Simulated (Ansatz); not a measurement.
Start from TiO₂ in the anatase structure (space group I4_1/amd, No. 141; a = 3.770 Å, c = 9.552 Å).

Calculations: PBEsol (Ansatz, a first-principles code, PAW, no SOC).

Before the change:

| Quantity | Result |
|---|---|
| Band gap | 2.11 eV |
| Shortest interatomic distance | 1.928 Å |
| Gap character | indirect, Γ–X (87 % along) → Γ |

One thing is altered: a hydrostatic pressure of 9 GPa.

How does this affect the band gap, shortest interatomic distance and gap character?

The band gap decreases by 0.09 eV, from 2.11 eV to 2.02 eV; the shortest interatomic distance decreases by 0.022 Å (1.928 Å → 1.906 Å); the gap character is still indirect, Γ–X (87 % along) → Γ.

Load acts through the strain it causes; cell and atoms are relaxed under it. Whether these cells are dynamically stable was not tested. Competing high-pressure phases were not computed. All final runs are without spin polarisation.
